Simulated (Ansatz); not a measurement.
Take PbO₂ in the CdI2 type structure (space group P-3m1, No. 164; a = 3.405 Å, c = 4.489 Å; a hypothetical phase, not in the database extracts checked; layered, stacked along the Cartesian z axis) as the base. Axes: x lies along a and z along c of the hexagonal cell.

(Cell as relaxed with PBE-D3(BJ).)

Levels (all Ansatz, a program for electronic structure, PAW): PBE-D3(BJ) (420 eV, no SOC); r2SCAN+rVV10 (500 eV, spin-orbit coupling left out).

Each level relaxes its own structure.

| base | PBE-D3(BJ) | r2SCAN+rVV10 |
|---|---|---|
| volume per atom | 15.02 Å³ | 14.31 Å³ |
| lattice parameter a | 3.405 Å | 3.372 Å |

One thing is altered: tensile biaxial strain of 0.83 % in the plane normal to [001], as in epitaxy on a mismatched substrate; the out-of-plane cell vector and the atoms relax.

```csv
quantity,PBE-D3(BJ),r2SCAN+rVV10
mean in-plane stress (compression positive),-2.1 GPa,-2.5 GPa
ratio −ε⊥/ε∥,1.10,1.26
```

PBE-D3(BJ)'s in-plane stress lies 0.4 GPa above r2SCAN+rVV10's; PBE-D3(BJ)'s ratio −ε⊥/ε∥ lies 0.16 below r2SCAN+rVV10's. Neither level is exact; r2SCAN+rVV10 is the comparison here, not a measurement.

Whether these cells are dynamically stable was not tested.
